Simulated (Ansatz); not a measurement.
The starting structures come from a database of crystals and need not be the phases stable at ambient conditions.

 Where the default PAW files enter, the runs use the earlier of Ansatz's two default sets.

Inside the gap of an insulator the Bloch states are evanescent, with a wavenumber k + iκ along the transport direction.

Here is the system:

```xyz
20
Lattice="7.0636 0.0000 0.0000 0.0000 7.1345 0.0000 0.0000 0.0000 10.0418" Properties=species:S:1:pos:R:3 pbc="T T T"
Ba     7.0018     6.8275     2.5105
Ba     0.0618     0.3070     7.5314
Ba     3.4700     3.8742     7.5314
Ba     3.5936     3.2602     2.5105
Zr     3.5318     0.0000     0.0000
Zr     0.0000     3.5672     0.0000
Zr     0.0000     3.5672     5.0209
Zr     3.5318     0.0000     5.0209
S      3.1016     0.0417     2.5105
S      3.9620     7.0928     7.5314
S      6.6334     3.5256     7.5314
S      0.4302     3.6089     2.5105
S      1.5072     5.6130     9.7223
S      5.5563     1.5215     0.3195
S      5.0390     5.0887     0.3195
S      2.0246     2.0457     9.7223
S      2.0246     2.0457     5.3404
S      5.0390     5.0887     4.7014
S      5.5563     1.5215     4.7014
S      1.5072     5.6130     5.3404
```

Space group of this cell: Pnma. The cell is taken as given; by PBEsol its mean pressure is -2.9 GPa.

Transport runs along the normal of the first two printed cell vectors.

No gap correction and no spin-orbit coupling; mid-gap values are interpolated between computed energies.

Q: Give the band gap and the smallest decay constant κ at mid-gap that PBEsol (Ansatz, a quantum-chemistry and plane-wave program) yields.

A: Gap 0.95 eV on a 4×4×4 mesh; κ = 0.130 1/Å, at the zone centre.
